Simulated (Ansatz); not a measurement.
KMgF₃ (Pm-3m), PBEsol, rigid bands (Ansatz, an electronic-structure program): N_c = 9.64e18 cm⁻³ at 300 K and an electron conductivity mass of 0.519 mₑ.

Problem. For 1e17 electrons per cm³ at 300 K, place the Fermi level, estimate the Seebeck coefficient of a parabolic band with constant τ, and give mobility and conductivity for τ = 10 fs.

Solution. The level lies k_BT ln(N_c/n) = 0.118 eV below the conduction-band minimum. S ≈ −(k_B/e)[ln(N_c/n) + 5/2] = -609 μV/K, against -605 μV/K from the full bands (mean over directions). μ = eτ/m = 33.9 cm²/(V·s) and σ = neμ = 0.543 S/cm. τ is assumed, not computed.

Band transport and this doping are assumed; polarons and phonon drag are left out. Spin-orbit coupling is left out.

Formula and space group known from diffraction (Crystallography Open Database), not checked to be the room-temperature form: KMgF3 (Pm-3m).
